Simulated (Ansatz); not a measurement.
The cell is built on a prototype and need not be the phase stable at ambient conditions.

By PBEsol, the system below comes out a metal.

Data:

```
CELL_PARAMETERS angstrom
      4.04877     0.00000     0.00000
      0.00000     5.72582     0.00000
      0.00000     2.86291     2.86291
ATOMIC_POSITIONS crystal
  W  0.50000 0.00000 0.50000
  W  0.00000 0.50000 0.00000
  W  0.50000 0.50000 0.50000
  Ta 0.00000 0.00000 0.00000
```

Space group of this cell: Pm-3m, Cu3Au type. The cell was relaxed by PBE-D3(BJ); by PBEsol its mean pressure is -1.3 GPa.

The current flows along the normal of the first two printed cell vectors. No spin-orbit coupling; the value is a mean over 0.1 eV about the Fermi level.

Predict the ballistic conductance per area from PBEsol (Ansatz, a first-principles code).

1.4 × 10¹⁵ S/m² for both spins.
